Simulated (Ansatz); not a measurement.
The reference is Ag in the fcc (Cu type) structure (space group Fm-3m, No. 225; relaxed with 0.1 eV smearing).

```
Ag
1.0
    0.00000     2.05214     2.05214
    2.05214     0.00000     2.05214
    2.05214     2.05214     0.00000
Ag
1
Direct
  0.00000   0.00000   0.00000
```

Cartesian axes are those of the cell as printed.

Calculations: r2SCAN (Ansatz, an electronic-structure program; PAW; 500 eV plane waves; no spin-orbit coupling).

Base values:

The pressure is 0.0 GPa. The volume per atom is 17.28 Å³.

Modification: biaxial strain +0.83 %, plane normal [111], relaxed out of plane (Cartesian); in-plane vectors clamped, the third vector and the atoms free.

Task: Predict the new pressure.

Result: The pressure (mean of the normal stresses, compression positive) goes from zero to -0.9 GPa.

Task: What happens to the volume per atom?

Result: The volume per atom increases by 0.16 Å³ to 17.44 Å³.

Whether these cells are dynamically stable was not tested.
